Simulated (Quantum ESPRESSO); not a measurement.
Troubleshooting Quantum ESPRESSO: a failed run on Ta5Ge3 (P6_3/mcm, 16 atoms in the cell). The aim is a self-consistent single point with DFT, PBEsol, plane waves, PSlibrary PAW (PBE) pseudopotentials.

This input was run:

```fortran
&control
 calculation = 'scf',
 prefix = 'pwscf',
 outdir = './work',
 pseudo_dir = './',
 tprnfor = .true.,
 tstress = .true.,
/
&system
 ibrav = 0,
 nat = 16,
 ntyp = 2,
 ecutwfc = 50.0,
 ecutrho = 300,
 occupations = 'smearing',
 smearing = 'gauss',
 degauss = 0.019992,
 input_dft = 'pbesol',
/
&electrons
 conv_thr = 1.0d-9,
 mixing_beta = 0.3,
/
ATOMIC_SPECIES
Ta   180.9479  Ta.pbe-spn-kjpaw_psl.1.0.0.UPF
Ge    72.6300  Ge.pbe-n-kjpaw_psl.1.0.0.UPF
CELL_PARAMETERS angstrom
   7.654589772     0.000000000     0.000000000
  -3.827294886     6.629069198     0.000000000
   0.000000000     0.000000000     5.346570000
ATOMIC_POSITIONS crystal
Ta    0.762510000    0.762510000    0.250000000
Ta    0.237490000    0.237490000    0.750000000
Ta    0.000000000    0.762510000    0.750000000
Ta    0.000000000    0.237490000    0.250000000
Ta    0.237490000    0.000000000    0.250000000
Ta    0.762510000    0.000000000    0.750000000
Ta    0.666666667    0.333333333    0.000000000
Ta    0.333333333    0.666666667    0.000000000
Ta    0.333333333    0.666666667    0.500000000
Ta    0.666666667    0.333333333    0.500000000
Ge    0.000000000    0.602960000    0.250000000
Ge    0.000000000    0.397040000    0.750000000
Ge    0.397040000    0.000000000    0.750000000
Ge    0.602960000    0.000000000    0.250000000
Ge    0.397040000    0.397040000    0.250000000
Ge    0,602960000    0,602960000    0,750000000
K_POINTS automatic
3 3 4  1 1 1
```

Output (repeated stretches shortened):

```
     This program is part of the open-source Quantum ESPRESSO suite
     for quantum simulation of materials; please cite

[eval_infix.c] A parsing error occurred
helper string:
0,602960000
error code:
Error: invalid token: ,

 %%%%%%%%%%%%%%%%%%%%%%%%%%%%%%%%%%%%%%%%%%%%%%%%%%%%%%%%%%%%%%%%%%%%%%%%%%%%%%
     Error in routine card_atomic_positions (1):
     Error while parsing atomic position card.
 %%%%%%%%%%%%%%%%%%%%%%%%%%%%%%%%%%%%%%%%%%%%%%%%%%%%%%%%%%%%%%%%%%%%%%%%%%%%%%

     stopping ...
```

Question: From the messages shown, name the fault and mend the input.

Answer: The fault is decimal commas. The program does not read a comma as a decimal mark. To fix it, use decimal points. The program stopped before any SCF iteration.

The sound input it was made from differs as follows (other fixes are possible):
```diff
- ecutwfc = 50.0,
+ ecutwfc = 50,
-Ge    0,602960000    0,602960000    0,750000000
+Ge    0.602960000    0.602960000    0.750000000
```

With that input, the run converged in 14 iterations: free energy E − TS -110838.7890 eV; Fermi level (on the code's own zero) 16.08 eV; pressure -6.96 GPa; largest force (vector length) 0.033 eV/Å (DFT, PBEsol, plane waves, PSlibrary PAW (PBE) pseudopotentials).

On the sound input: the starting cell comes from a database of computed structures (which also holds hypothetical and non-ambient phases and stackings), without a prior relaxation at this level. Spin polarisation is off. With a pressure of about -7 GPa the cell is away from its equilibrium volume at this level.
